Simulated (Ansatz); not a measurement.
**Response to strain in hypothetical P4/nmm BeS**

Take BeS (space group P4/nmm, No. 129; a = 3.4521 Å, c = 5.6208 Å; a hypothetical phase, not in the database extracts checked; layered, stacked along the Cartesian z axis) as the base. Axes: x, y, z lie along a, b, c of the conventional cell.

Strains are applied to the cell and any free atomic positions relax; under biaxial strain the out-of-plane vector relaxes too.

Levels (all Ansatz, a first-principles code, PAW): PBEsol (420 eV, spin-orbit coupling left out); r2SCAN (500 eV, spin-orbit coupling left out); HSE06 (420 eV, no SOC).

Band gaps by level, all at the geometries relaxed with PBEsol:

```csv
case,PBEsol,r2SCAN,HSE06
base,3.39 eV,4.06 eV,4.48 eV
"biaxial strain −1.24 %, plane normal [001], relaxed out of plane",3.36 eV,4.04 eV,4.46 eV
"biaxial strain +1.45 %, plane normal [001], relaxed out of plane",3.40 eV,4.05 eV,4.51 eV
isotropic strain −0.64 %,3.34 eV,4.02 eV,4.44 eV
"strain tensor (xx, yy, zz, yz, xz, xy) = (+0.42, +0.13, +0.06, −0.26, +1.16, −0.31) %",3.38 eV,4.06 eV,4.48 eV
```

Single points use the geometry relaxed with PBEsol. HSE06 was sampled on its mesh, a few special points and the semilocal edge points, so its gap is an upper bound. Whether these cells are dynamically stable was not tested. The base started in Pnma and relaxed to P4/nmm at this level. No dispersion term is included in the PBEsol runs.
